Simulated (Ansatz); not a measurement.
The structure below was relaxed with DFT with PBEsol, PAW potentials and a 420 eV plane-wave cutoff in Ansatz (an electronic-structure program), no spin-orbit coupling.

```yaml
crystal:
  lattice:
    - [0.00000, 3.23056, 3.23056]
    - [3.23056, 0.00000, 3.23056]
    - [3.23056, 3.23056, 0.00000]
  atoms:
    - { symbol: W, position: [0.00000, 0.00000, 0.00000] }
    - { symbol: Mg, position: [0.25000, 0.25000, 0.25000] }
    - { symbol: Mg, position: [0.75000, 0.75000, 0.75000] }
```

Q: Find the space group and the Wyckoff positions.

A: Space group Fm-3m (No. 225); a = 6.4611 Å, b = 6.4611 Å, c = 6.4611 Å, α = 90.00°, β = 90.00°, γ = 90.00°

```tsv
atom	site	symmetry	x	y	z
W	4a	m-3m	0.0000	0.0000	0.0000
Mg	8c	-43m	0.2500	0.2500	0.2500
```

Stability against distortions was not tested. All final runs are without spin polarisation. The cell was made from Mg2Sn by this change: Sn → W; the result is a hypothetical phase, not in the database extracts checked. Mg2W has a high density of states at the Fermi level and may be magnetic at this level.
